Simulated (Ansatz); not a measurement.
We consider zinc-blende BaS (model structure), described by r²SCAN+rVV10 (plane waves, PAW; Ansatz, an electronic-structure program).

Run with plane-wave cutoff 500 eV, 10×10×10 k mesh, Fermi–Dirac smearing 0.05 eV, scalar-relativistic PAW data made under PBE.

Cell (relaxed at this level):

```
CELL_PARAMETERS angstrom
      0.00000     3.50227     3.50227
      3.50227     0.00000     3.50227
      3.50227     3.50227     0.00000
ATOMIC_POSITIONS crystal
  Ba 0.00000 0.00000 0.00000
  S  0.25000 0.25000 0.25000
```

Task: Estimate the band gap that the calculation returns.

Result: 
* **band gap**: 2.95 eV (on the SCF k mesh)

Note: the relaxation could raise the start's symmetry but not lower it, so the cell can be a saddle point.

Spin–orbit coupling is not included.

Static lattice: no zero-point or thermal effects.

It cost about 50 core-seconds (a rough figure) of CPU time.

A model structure was made by putting elements into a prototype or built by hand; it is no filed structure, need not be a known phase, and can be a saddle point held by its symmetry.
